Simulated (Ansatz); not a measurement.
The parent structure is Sn in the diamond structure (space group Fd-3m, No. 227; a = 6.656 Å; relaxed with 0.1 eV smearing). Axes: x, y, z lie along the cube axes.

Calculations: PBE/PAW in Ansatz (a quantum-chemistry and plane-wave program), no spin-orbit coupling.

Strains are applied to the cell and any free atomic positions relax; under biaxial strain the out-of-plane vector relaxes too.

One change was made to it. Results:

| quantity | base | after |
|---|---|---|
| band gap | zero | zero |
| energy relative to the base (free energy F) | 0 meV/atom | +7.6 meV/atom |

### Question
What was done to the base?
(A) biaxial strain +3.00 %, plane normal [001], relaxed out of plane
(B) biaxial strain +2.50 %, plane normal [001], relaxed out of plane
(C) biaxial strain −1.50 %, plane normal [001], relaxed out of plane
(D) biaxial strain −3.00 %, plane normal [001], relaxed out of plane
(E) biaxial strain +1.50 %, plane normal [001], relaxed out of plane

### Answer
B, biaxial strain +2.50 %, plane normal [001], relaxed out of plane. For comparison, the energy relative to the base in the other runs: biaxial strain −1.50 %, plane normal [001], relaxed out of plane gives +3.0 meV/atom; biaxial strain −3.00 %, plane normal [001], relaxed out of plane gives +12 meV/atom; biaxial strain +3.00 %, plane normal [001], relaxed out of plane gives +11 meV/atom; biaxial strain +1.50 %, plane normal [001], relaxed out of plane gives +2.8 meV/atom.

Stability against distortions was not tested.
